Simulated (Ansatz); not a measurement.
Input and output of a self-consistent single point for a (100) slab of MgB2 (cut from a parent of space group no. 191; 9 atoms in the cell) (Ansatz, a first-principles code).

Method: PBEsol, default PAW files made with PBE (plane waves; Ansatz).

The change in words: vacuum of 3 angstrom (first run: 14 Å). Reference geometry:
```xyz
9
Lattice="3.1054 0.0000 0.0000 0.0000 3.5376 0.0000 0.0000 0.0000 21.1718" Properties=species:S:1:pos:R:3 pbc="T T T"
Mg     0.7764     0.0000     7.8965
B      2.3291     1.7688     7.0000
B      2.3291     1.7688     8.7930
Mg     2.3291     0.0000    10.5859
B      0.7764     1.7688     9.6894
B      0.7764     1.7688    11.4824
Mg     0.7764     0.0000    13.2753
B      2.3291     1.7688    12.3788
B      2.3291     1.7688    14.1718
```

Reference input (self-consistent single point, DFT, PBEsol, plane waves, default PAW files made with PBE): basis.ecutwfc = 420 eV; kpoints.mp_grid.grid = 10 9 1; hamiltonian.xc = pbesol; hamiltonian.pseudopotentials = {kind: paw} (the program's default PAW files); scf.occupations.method = fermi_dirac; scf.occupations.width = 0.1 eV. This run's input differs from it in these lines:

Ansatz 0.2 input:
```diff
@@ -4,13 +4,13 @@
     - [0.00000000, 3.53760000, 0.00000000]
-    - [0.00000000, 0.00000000, 21.17181100]
+    - [0.00000000, 0.00000000, 10.17182400]
   atoms:
-    - { symbol: Mg, position_ang: [0.77636250, 0.00000000, 7.89651386] }
-    - { symbol: B, position_ang: [2.32908750, 1.76880000, 6.99999353] }
-    - { symbol: B, position_ang: [2.32908750, 1.76880000, 8.79301303] }
-    - { symbol: Mg, position_ang: [2.32908750, 0.00000000, 10.58590550] }
-    - { symbol: B, position_ang: [0.77636250, 1.76880000, 9.68940634] }
-    - { symbol: B, position_ang: [0.77636250, 1.76880000, 11.48240466] }
-    - { symbol: Mg, position_ang: [0.77636250, 0.00000000, 13.27529714] }
-    - { symbol: B, position_ang: [2.32908750, 1.76880000, 12.37879797] }
-    - { symbol: B, position_ang: [2.32908750, 1.76880000, 14.17181747] }
+    - { symbol: Mg, position_ang: [0.77636250, 0.00000000, 2.39652242] }
+    - { symbol: B, position_ang: [2.32908750, 1.76880000, 1.49999820] }
+    - { symbol: B, position_ang: [2.32908750, 1.76880000, 3.29301613] }
+    - { symbol: Mg, position_ang: [2.32908750, 0.00000000, 5.08591200] }
+    - { symbol: B, position_ang: [0.77636250, 1.76880000, 4.18940812] }
+    - { symbol: B, position_ang: [0.77636250, 1.76880000, 5.98241588] }
+    - { symbol: Mg, position_ang: [0.77636250, 0.00000000, 7.77530158] }
+    - { symbol: B, position_ang: [2.32908750, 1.76880000, 6.87880787] }
+    - { symbol: B, position_ang: [2.32908750, 1.76880000, 8.67182580] }
 basis:
```

Log, with long lists cut:

```
SCF iter   1: F=—  HF=-6647.306348 eV  |F-HF|=—  |Δ(HF+E_count)|=         —  Δρ=6.69e-3  dr2=1.60e-1  ethr=1.77e-3  ⟨swp⟩=7.0  Hψ=4683  notcnv=0  defer=6
all-band conjugate gradients solve this SCF's bands
preconditioner: auto → LDOS
SCF iter   2: F=—  HF=-6647.288380 eV  |F-HF|=—  |Δ(HF+E_count)|=   1.80e-2  Δρ=1.81e-3  dr2=4.74e-3  ethr=3.32e-4  ⟨swp⟩=1.8  Hψ=1298  notcnv=0  defer=20
SCF iter   3: F=—  HF=-6647.287621 eV  |F-HF|=—  |Δ(HF+E_count)|=   7.60e-4  Δρ=7.15e-4  dr2=6.30e-4  ethr=9.88e-6  ⟨swp⟩=2.0  Hψ=1617  notcnv=0  defer=20
SCF iter   4: F=—  HF=-6647.287404 eV  |F-HF|=—  |Δ(HF+E_count)|=   2.17e-4  Δρ=1.84e-4  dr2=8.76e-5  ethr=1.31e-6  ⟨swp⟩=2.1  Hψ=1674  notcnv=0  defer=20
SCF iter   5: F=—  HF=-6647.287430 eV  |F-HF|=—  |Δ(HF+E_count)|=   2.64e-5  Δρ=2.95e-5  dr2=1.27e-6  ethr=1.82e-7  ⟨swp⟩=2.0  Hψ=1218  notcnv=0  defer=20
SCF iter   6: F=-6647.287431 eV  HF=-6647.287431 eV  |F-HF|=1.05e-8  |Δ(HF+E_count)|=   2.54e-7  Δρ=7.79e-6  dr2=6.70e-8  ethr=2.08e-10  ⟨swp⟩=10.3  Hψ=4553  notcnv=0
SCF 1 converged in 6 iterations: F = -6647.287431 eV  dr2 = 6.70e-8
Free energy (F): -6647.287431 eV
Internal energy: -6647.198370 eV  (E = F + TS)
E sigma→0 (E₀):  -6647.242901 eV
Entropy (-TS):   -0.089060 eV (-9.896 meV/atom)
Fermi energy:    6.299388 eV
--- Forces (eV/Å), atoms counted from 1 ---
  atom   1  Mg     0.00000000     0.00000000    -0.72828263
  atom   2  B      0.00000000     0.00000000     1.00139490
  atom   3  B      0.00000000     0.00000000    -0.72062179
  atom   4  Mg     0.00000000     0.00000000     0.00000000
  atom   5  B      0.00000000     0.00000000    -0.10822421
  atom   6  B      0.00000000     0.00000000     0.10822421
  atom   7  Mg     0.00000000     0.00000000     0.72828263
  atom   8  B      0.00000000     0.00000000     0.72062179
  atom   9  B      0.00000000     0.00000000    -1.00139490
--- Stress (GPa, compression-positive) ---
       -6.618716       0.000000       0.000000
        0.000000      -3.859360       0.000000
        0.000000       0.000000     -15.451186
  P = ⅓ Tr σ = -8.6431 GPa (-86.431 kbar)
  The stress holds the Pulay correction. Without it, at fixed plane waves, as pw.x and ABINIT print it: P = -8.7586 GPa
```

The run converged in 6 iterations. Against the reference run the free energy falls by 41.9 meV/atom and the largest force goes from 1.977 to 1.001 eV/Å.

The starting cell has typed, rounded lattice constants, without a prior relaxation at this level. The slab is cut from that crystal, and its faces are unrelaxed. Its lattice was rescaled by up to half a per cent. Spin polarisation is off, though cut faces can carry moments; the slab shows no gap. Forces in this geometry exceed 1 eV/Å.
